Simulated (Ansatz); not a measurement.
Base system: C in the diamond structure (space group Fd-3m, No. 227; a = 3.5317 Å). Axes: x, y, z lie along the cube axes.

All numbers come from LDA/PAW in Ansatz (a first-principles code), without spin-orbit coupling.

Strains are applied to the cell and any free atomic positions relax.

One change was made to it. Results:

| quantity | base | after |
|---|---|---|
| pressure (mean of the normal stresses, compression positive) | 0.00 GPa | -4.57 GPa |
| energy relative to the base (free energy F) | 0 meV/atom | +1.9 meV/atom |

Q: Name the change that was made.
A. uniaxial strain ε_zz = +0.50 %
B. uniaxial strain ε_zz = −2.50 %
C. uniaxial strain ε_zz = +1.00 %
D. uniaxial strain ε_zz = −2.00 %

A: C, uniaxial strain ε_zz = +1.00 %. For comparison, the energy relative to the base in the other runs: uniaxial strain ε_zz = −2.50 % gives +12 meV/atom; uniaxial strain ε_zz = −2.00 % gives +7.8 meV/atom; uniaxial strain ε_zz = +0.50 % gives +0.5 meV/atom.

Stability against distortions was not tested.
